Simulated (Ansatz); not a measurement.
Base system: ZnS in the zinc blende structure (space group F-43m, No. 216; a = 5.3566 Å).

Modification: the cell is scaled by 0.9850 in all directions; the atoms relax in the strained cell.

Calculations: DFT with PBEsol, PAW potentials and a 420 eV plane-wave cutoff in Ansatz (a quantum-chemistry and plane-wave program), spin-orbit coupling left out.

Base, band edges from the VBM (valence, conduction): X -2.35, 3.17; W -2.86, 5.54; L -0.92, 3.24; Γ 0.00, 2.09; K -1.91, 3.95; U -1.91, 3.95 eV.

Task: Give the band edges at the high-symmetry points of the new zone, measured from its valence-band maximum.

Result: 
| point | valence edge (eV) | conduction edge (eV) |
|---|---|---|
| Γ | 0.00 | 2.28 |
| X | -2.52 | 3.06 |
| U | -2.05 | 3.89 |
| K | -2.05 | 3.89 |
| L | -0.99 | 3.31 |
| W | -3.04 | 5.52 |

The gap is 2.28 eV, direct at Γ.

Whether these cells are dynamically stable was not tested.
